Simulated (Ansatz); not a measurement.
monolayer ZrSe₂ under biaxial strain: band gap by PBE, rigid bands (plane waves, PAW, scalar-relativistic; Ansatz, an electronic-structure program). The unloaded cell, whose axes the loads refer to:

```
CELL_PARAMETERS angstrom
      3.79880     0.00000     0.00000
     -1.89940     3.28986     0.00000
      0.00000     0.00000    19.09986
ATOMIC_POSITIONS crystal
  Zr 0.00000 0.00000 0.50000
  Se 0.33333 0.66667 0.58285
  Se 0.66667 0.33333 0.41715
```

```csv
biaxial strain (%),band gap (eV)
-1,0.38
0,0.50
1,0.62
2,0.73
3,0.83
5,?
```

Q: Fit a straight line to band gap against the load over the rows given, and predict the row at 5 %.

A: The means are x̄ = 1.000 % and ȳ = 0.6120; Σ(x − x̄)(y − ȳ) = 1.130 and Σ(x − x̄)² = 10.00, so the slope is 113 meV per % of strain, and the rows given lie within 8.0 meV of the line. At 5 % the line gives 1.06 eV; the calculation gives 1.01 eV, 5.3 % from it, so the trend bends or changes character over this range.

Spin-orbit coupling is left out. Gaps are resolved to about 0.01 eV. The structure type is held at every load. Geometry: cell and atoms relaxed with PBE.

Model free-standing layer, not matched to a measured one here: monolayer ZrSe2.
